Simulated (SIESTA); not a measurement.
A worked fit of the energy against the mesh, with one run withheld: ZnSe (R3m, 2 atoms in the cell)

```yaml
crystal:
  lattice:
    - [0.00000, 2.82083, 2.82083]
    - [2.82083, 0.00000, 2.82083]
    - [2.82083, 2.82083, 0.00000]
  atoms:
    - { symbol: Zn, position: [0.00512, 0.00512, 0.00512] }
    - { symbol: Se, position: [0.25000, 0.25000, 0.25000] }
```

Method of the run: LDA PW92, numerical atomic orbitals DZP, PseudoDojo LDA standard norm-conserving potentials (rewritten from UPF to PSML) (SIESTA).

Base settings: XC.functional = LDA; XC.authors = PW92; potentials = PseudoDojo LDA standard; PAO.BasisSize = DZP; PAO.EnergyShift = 0.01 Ry; MeshCutoff = 350 Ry; kgrid.MonkhorstPack = 8 8 8; OccupationFunction = FD; ElectronicTemperature = 10 meV; MaxSCFIterations = 150.

The last step of the ladder, which sets the zero, is kgrid.MonkhorstPack = 22 22 22.

The starting cell has typed, rounded lattice constants, without a prior relaxation at this level. Its lattice was rescaled by up to half a per cent. One atom was moved a little off its site on purpose. Values carry the incompleteness of an atom-centred basis.

In a gapped crystal the sum over the mesh converges exponentially with the size of the supercell that the mesh stands for: ln(ΔF) = a + b·N.

| kgrid.MonkhorstPack | divisions along the first axis | F less the last step's (meV/atom) | ln of it |
|---|---|---|---|
| 3 3 3 | 3 | 135.90 | 4.912 |
| 4 4 4 | 4 | 31.80 | 3.459 |
| 5 5 5 | 5 | 8.73 | 2.167 |
| 6 6 6 | 6 | ? | ? |
| 7 7 7 | 7 | 0.94 | -0.062 |

Problem. Fit the line to the 4 rows given and predict the withheld one.

Solution. Means: x̄ = 4.7500, ȳ = 2.6190. Σ(x − x̄)(y − ȳ) = -10.79 and Σ(x − x̄)² = 8.750, so b = -1.233 and a = ȳ − b·x̄ = 8.4758; each further division cuts the miss by a factor of 3.4. The largest residual of the fitted rows is 0.14. At x = 6 the line gives 1.078, that is 2.94 meV/atom. The run gave 2.73 meV/atom, a miss of 0.21 meV/atom (8 %). The table is a window of a longer ladder. The rows were chosen because the form fits them, the withheld one included, so this shows the method and is no test of the form.

Left out of this page: 10 runs of the series outside the window shown, repeating another row's setting, or not comparable.
